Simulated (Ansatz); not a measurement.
We consider B20 (FeSi-type) CoSi, described by r²SCAN (plane waves, PAW; Ansatz, a first-principles code).

Total energies, extrapolated to zero smearing (they compare only within this program, potentials and cutoff):

Magnetic elements are taken in their magnetic phases.

```csv
system,energy (eV/atom)
"B20 (FeSi-type) CoSi, relaxed",-2885.7907
hcp Co,-5131.5278
diamond-structure Si,-639.0669
```

**Question.** Work out the enthalpy of formation per atom.

**Answer.** ΔH_f ≈ ΔE = -2885.7907 − [1 × (-5131.5278) + 1 × (-639.0669)]/2 = -0.493 eV/atom (0 K, no vibrations). The reference value is -0.511 ± 0.01 eV/atom (measured, 298 K, copied from a table, unchecked, not corrected to a static lattice; as tabulated in Wang et al. (2021), doi:10.1038/s41598-021-94550-5), a difference of +0.018 eV/atom.

The PAW data were made under PBE.
